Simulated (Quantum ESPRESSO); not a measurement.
## Parameter sweep on Hf (P6_3/mmc, 4 atoms in the cell)

```xyz
4
Lattice="3.2388 0.0000 0.0000 -1.6194 2.8049 0.0000 0.0000 0.0000 10.4209" Properties=species:S:1:pos:R:3 pbc="T T T"
Hf     0.0000     0.0000     0.0000
Hf     0.0000     0.0000     5.2104
Hf     0.0000     1.8699     2.6052
Hf     1.6194     0.9350     7.8157
```

Base run A: PBE, SSSP 1.1.2 efficiency (PBE) pseudopotentials (Quantum ESPRESSO 7.5), self-consistent single point.

Its settings: ecutwfc = 60 Ry; occupations = smearing; smearing = gaussian; degauss = 0.019992 Ry; potentials = {Hf: Hf-sp.oncvpsp.upf}; K_POINTS = automatic 10 10 3 1 1 1; conv_thr = 1e-10 Ry; mixing_beta = 0.4.

The starting cell was generated: these elements placed on a structure prototype, without a prior relaxation; it need not be a known phase or ordering of this composition. Its lattice was rescaled by a random factor within 2.5 % of one. In the base run, with a pressure of about -4 GPa the cell is away from its equilibrium volume at this level.

Runs:
- B: ecutwfc: 60 Ry → 40 Ry; pseudopotentials: {Hf: Hf-sp.oncvpsp.upf} → {Hf: hf_lda_v1.uspp.F.UPF}; ecutrho: default → 320 Ry [LDA (PZ)]
- C: input_dft: default → pbesol [PBEsol]
- D: input_dft: default → rpbe [RPBE]
- E: input_dft: default → revpbe [revPBE]
- F: input_dft: default → blyp [BLYP]
- G: input_dft: default → wc [Wu-Cohen GGA]
- H: input_dft: default → pw91 [PW91]
- I: input_dft: default → vdw-df2 [vdW-DF2]
- J: input_dft: default → vdw-df-cx [vdW-DF-cx]
- K: input_dft: default → rvv10 [rVV10]

Question: What does run K change against A?

Answer: The pressure goes from -4.17 to -4.42 GPa.

Question: What does run I change against A?

Answer: The pressure goes from -4.17 to -1.24 GPa.

Question: What does run H change against A?

Answer: The pressure goes from -4.17 to -4.64 GPa.

```csv
run,pressure (GPa)
A,-4.17
B,-12.15
C,-7.74
D,-1.54
E,-2.25
F,-1.89
G,-7.68
H,-4.64
I,-1.24
J,-7.71
K,-4.42
```
